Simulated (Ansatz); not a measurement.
For white tin (β-Sn), PBEsol-D3(BJ) (Ansatz, a program for electronic structure, plane waves, PAW) gives:

| Quantity | Result |
|---|---|
| equilibrium lattice constant a | 5.756 Å |
| c axis length | 3.110 Å |
| bulk modulus | 63.0 GPa |

Task: What does r²SCAN+SOC (Ansatz, plane waves, PAW) give for the same quantities?

Result: 
- lattice constant a: 5.884 Å (goes up by 2.2 %)
- lattice parameter c: 3.186 Å (grows by 2.4 %)
- bulk modulus: 53.9 GPa (decreases by 14 %)

For comparison: lattice constant a 5.831 Å (measured, 293 K, no zero-point or thermal correction; as tabulated in Wikipedia's data pages); lattice parameter c 3.181 Å (measured, 293 K, not corrected to a static lattice; as tabulated in Wikipedia's data pages); bulk modulus 57.0 GPa (measured, temperature not stated, not corrected to a static lattice; as tabulated in Chen et al. (2023), arXiv:2209.05059).

Changes are worked out from the printed values.

Unless a cell is named, each level is at its own relaxed cell (PBEsol-D3(BJ) 25.76, r²SCAN+SOC 27.58 Å³/atom).

Ansatz's density-functional and Hartree–Fock values are scalar-relativistic unless marked +SOC, with PAW data made under PBE.
